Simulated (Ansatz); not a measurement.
Consider this model of amorphous Si$_{30}$N$_{42}$Mg$_{3}$.

```xyz
75
Lattice="9.4025 0.1649 -0.0725 0.1649 9.2835 0.4197 -0.0725 0.4197 9.6417" Properties=species:S:1:pos:R:3 pbc="T T T"
Si     7.4697     4.6385     6.3242
Si     6.2717     2.3642     3.0687
Si     1.1643     1.4742     8.7422
Si     7.8151     0.6138     8.3436
Si     9.1562     1.9930     6.0805
Si     4.3139     8.4340     6.2732
Si     9.3662     6.9456     9.4041
Si     6.8870     5.2650     9.1202
Si     2.3627     5.4288     7.6345
Si     1.6656     2.7872     1.6319
Si     3.4567     9.4719     9.0871
Si     6.1035     5.2767     2.4075
Si     2.4546     6.2997     4.7492
Si     5.0446     3.5377     5.2177
Si     4.4113     7.7261     1.9309
Si     6.7041     0.8117     5.6366
Si     3.0038     2.0202     6.0070
Si     1.6121     8.4367     1.8431
Si     8.5640     4.2619     1.9105
Si     3.6964     0.6966     3.1974
Si     4.4643     6.8642     8.8762
Si     5.7232     2.6718     7.8526
Si     4.4068     3.8095     0.1608
Si     5.4875     6.6239     4.8119
Si     7.1980     7.4748     7.3740
Si     0.4372     6.3522     6.3981
Si     2.4564     5.6771     1.6113
Si     8.6639     1.3328     1.3296
Si     3.4763     3.7118     3.1452
Si     5.6821     0.8898     0.7290
N      0.9291     7.2085     4.9246
N      5.4711     6.8253     3.0409
N      3.3530     3.3807     4.7984
N      4.9918     2.6699     9.4599
N      6.1178     6.6981     8.4335
N      3.8544     8.2152     7.9271
N      6.1281     2.1831     4.7563
N      3.6731     0.5497     4.9970
N      1.3201     1.7510     5.4555
N      7.7341     5.4433     2.8045
N      1.0662     6.4046     8.1174
N      8.1546     6.2640     6.5535
N      6.1443     8.2274     6.0351
N      7.4057     0.6538     0.3188
N      3.8054     5.2520     8.4264
N      8.3233     0.6378     5.3156
N      9.1492     1.5376     7.7768
N      5.7923     4.6959     0.7575
N      8.3306     8.1811     8.5777
N      8.6408     3.6108     5.7334
N      6.8301     4.0417     7.8872
N      3.9031     7.0084     5.3857
N      6.4531     1.1127     7.3708
N      5.9904     5.0830     5.4111
N      8.5215     5.0929     0.2087
N      1.9427     9.3359     9.9222
N      0.9998     6.6975     1.3998
N      1.7976     5.1908     6.0514
N      3.1227     8.5202     2.8410
N      2.9138     4.0102     1.1238
N      5.3810     0.9736     2.4554
N      4.8698     8.8560     0.6503
N      3.7486     6.5829     0.8283
N      7.7506     2.6263     2.1371
N      4.5139     2.8832     6.7266
N      0.2413     9.1138     2.6586
N      0.6547     1.9689     0.5203
N      2.8566     2.0589     2.6157
N      2.6320     1.5630     7.7911
N      0.7098     3.8132     2.5733
N      5.2532     3.8544     3.0808
N      2.8214     5.4527     3.2808
Mg     0.7615     9.3436     4.7589
Mg     0.9644     3.6127     4.6465
Mg     8.9944     7.0803     3.0758
```

Method: PBE, scalar-relativistic without spin-orbit coupling (plane waves to 420 eV, PAW; Ansatz, a quantum-chemistry and plane-wave program).

It comes from a melt-quench run on a machine-learned potential (CHGNet), relaxed afterwards by DFT. N atoms were pushed apart under 1.9 Å during the dynamics, to hinder bonds among them. The hot cell started wider than the set density and was brought back towards it in steps. It is the lowest in DFT energy of 2 quenches. It is a model cell: composition and starting density were chosen by hand, and all elements were melted together. No dispersion term was used. Its density started from a set value of 2.97 and ended at 2.97 g/cm³. The simulated quench (nominally 450 K/ps over its main leg) is rapid and tends to freeze in more defects than a deposited or slowly cooled glass has. One small periodic cell is one sample of the glass; other quenches scatter about these values. The volume was held where the preparation left it and the shape relaxed, at a PBE pressure of -0.9 GPa (tension). Stress components on the final sampling reach 1.2 GPa. On a 2×2×2 Γ-centred mesh force components of up to 0.13 eV/Å stay, since the relaxation ran on the zone centre alone.

Cut-offs for bonds: Si-Si 2.60 Å, Si-N 2.28 Å, Si-Mg 2.82 Å, N-N 1.70 Å, N-Mg 2.54 Å, Mg-Mg 3.19 Å. Two cations that share two anions don't count as bonded, nor two that share one unless they lie closer than Si-Si 2.38 Å, Si-Mg 2.74 Å, Mg-Mg 3.10 Å.

Question: Give the coordination numbers, mean bond lengths and angles.

Answer: 
```yaml
Mean coordination of Si by anions: 4.07 (1 with 3, 26 with 4, 3 with 5)
Mean coordination of N: 3.21 (33 with 3, 9 with 4)
Mean coordination of Mg by anions: 4.33 (2 with 4, 1 with 5)
Mean Si-N bond: 1.777 Å (spread 0.081 Å, 122 counted)
Mean N-Mg bond: 2.180 Å (spread 0.112 Å, 13 counted)
Bond angle at Si: mean 109.0°, spread 13.7°
Bond angle at N: mean 114.8°, spread 16.2°
Bond angle at Mg: mean 105.5°, spread 22.8°
```

Question: Which atoms depart from the most common coordination of their element?

Answer: Si9 has 3 (N45 1.66 Å, N41 1.69 Å, N58 1.70 Å); Si14 has 5 (N65 1.73 Å, N33 1.75 Å, N37 1.79 Å, N54 1.82 Å, N71 2.17 Å); Si17 has 5 (N39 1.79 Å, N33 1.85 Å, N69 1.88 Å, N65 1.88 Å, N38 1.91 Å); Si29 has 5 (N33 1.69 Å, N71 1.78 Å, N68 1.84 Å, N72 1.86 Å, N60 2.12 Å); N31 has 4 (Si26 1.77 Å, Si13 1.78 Å, Mg73 2.15 Å, Mg75 2.24 Å); N33 has 4 (Si29 1.69 Å, Si14 1.75 Å, Si17 1.85 Å, Mg74 2.40 Å); N39 has 4 (Si5 1.72 Å, Si17 1.79 Å, Mg74 2.06 Å, Mg73 2.15 Å); N43 has 4 (Si6 1.86 Å, Si25 1.86 Å, Si16 2.00 Å, Si24 2.12 Å); N57 has 4 (Si27 1.79 Å, Si7 1.87 Å, Si18 1.90 Å, Mg75 2.26 Å); N58 has 4 (Si9 1.70 Å, Si26 1.82 Å, Si13 1.83 Å, Mg74 2.27 Å); N60 has 4 (Si23 1.79 Å, Si27 1.80 Å, Si10 1.82 Å, Si29 2.12 Å); N66 has 4 (Si18 1.73 Å, Si28 1.78 Å, Mg73 2.18 Å, Mg75 2.34 Å); N71 has 4 (Si29 1.78 Å, Si12 1.79 Å, Si2 1.81 Å, Si14 2.17 Å); Mg74 has 5 (N39 2.06 Å, N50 2.09 Å, N70 2.10 Å, N58 2.27 Å, N33 2.40 Å).

Question: List the pairs of like atoms that count as bonded by the rules above.

Answer: There are none by these rules.
